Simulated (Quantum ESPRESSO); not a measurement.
Several settings converged on CuPd (P4mm, 2 atoms in the cell)

```xyz
2
Lattice="2.9655 0.0000 0.0000 0.0000 2.9655 0.0000 0.0000 0.0000 2.9655" Properties=species:S:1:pos:R:3 pbc="T T T"
Cu     0.0000     0.0000     0.0500
Pd     1.4828     1.4828     1.4828
```

Base method: PBEsol, PSlibrary ultrasoft (PBE) pseudopotentials (plane waves; Quantum ESPRESSO 7.5).

Base settings: ecutwfc = 50 Ry; ecutrho = 600 Ry; occupations = smearing; smearing = gaussian; degauss = 0.0073499 Ry; input_dft = pbesol; potentials = {Cu: Cu.pbe-dn-rrkjus_psl.1.0.0.UPF, Pd: Pd.pbe-n-rrkjus_psl.1.0.0.UPF}; K_POINTS = automatic 4 4 4 0 0 0; conv_thr = 1e-09 Ry; mixing_beta = 0.4.

The count of work is k-points × plane waves × bands × iterations; it is no time. 

**The cutoff for other potential files**

Level: DFT, PBEsol, plane waves, SSSP 1.1.2 efficiency (PBE) pseudopotentials.

In this ladder: pseudopotentials = {Cu: Cu_pbe_v1.2.uspp.F.UPF, Pd: Pd_ONCV_PBE-1.0.oncvpsp.upf}. Moved along: ecutrho.

The second cell is the first with its lattice scaled by 0.98.

The mesh stays at the base's, so the ladder's end is converged at best in this setting alone.

Only quantities that move along the ladder and can be compared are tabulated.

| ecutwfc | free energy less the last step's (meV/atom) | energy of the compressed cell less the first (meV/atom) | pressure (GPa) | largest difference of a force vector from the last step's (eV/Å) | count of work / last |
|---|---|---|---|---|---|
| 27 Ry | 4803.97 | -90.20 | -324.48 | 0.113 | 0.12 |
| 33 Ry | 698.23 | 53.02 | -63.50 | 0.012 | 0.15 |
| 42 Ry | 52.43 | 36.39 | -1.34 | 0.003 | 0.23 |
| 51 Ry | 26.80 | 36.05 | 0.68 | 0.000 | 0.30 |
| 60 Ry | 18.43 | 36.04 | 1.22 | 0.000 | 0.39 |
| 72 Ry | 14.21 | 36.10 | 0.93 | 0.000 | 0.51 |
| 90 Ry | 3.66 | 35.98 | 1.21 | 0.000 | 0.70 |
| 120 Ry | 0.00 | 35.97 | 1.29 | 0.000 | 1.0 |

Coarsest ecutwfc that holds the forces within 0.02 eV/Å of the last step, with all finer ones: 33 Ry, at 0.15 of the last step's count of work; the step before is off by 0.11 eV/Å.

Coarsest ecutwfc that holds the pressure within 1 GPa of the last step, with all finer ones: 51 Ry, at 0.30 of the last step's count of work; the step before is off by 2.6 GPa.

Coarsest ecutwfc that holds the free energy within 5 meV/atom: not settled: the last two steps still differ by 3.7 meV/atom, over half the tolerance, so the ladder does not show it.

At the lowest cutoff the pressure lies 326 GPa under the last step's, the usual sign of Pulay stress in an incomplete plane-wave basis.

**The density cutoff**

The mesh stays at the base's, so the ladder's end is converged at best in this setting alone.

Only quantities that move along the ladder and can be compared are tabulated.

```tsv
ecutrho	free energy less the last step's (meV/atom)	pressure (GPa)
100 Ry	-5.90	1.89
150 Ry	-0.38	1.43
200 Ry	-0.14	1.43
250 Ry	-0.07	1.42
300 Ry	-0.04	1.43
400 Ry	-0.04	1.43
500 Ry	-0.02	1.42
600 Ry	0.00	1.42
800 Ry	0.00	1.42
```

Coarsest ecutrho that holds the pressure within 0.2 GPa of the last step, with all finer ones: 150 Ry; the step before is off by 0.46 GPa.

Coarsest ecutrho that holds the free energy within 0.5 meV/atom of the last step, with all finer ones: 150 Ry; the step before is off by 5.9 meV/atom.

On the base run: the starting cell comes from a database of computed structures (which also holds hypothetical and non-ambient phases and stackings), without a prior relaxation at this level. Its lattice was rescaled by up to half a per cent. One atom was moved a little off its site on purpose. Spin polarisation is off. Without a gap this mesh is coarse (it stands for a supercell whose shortest vector is 12 Å).
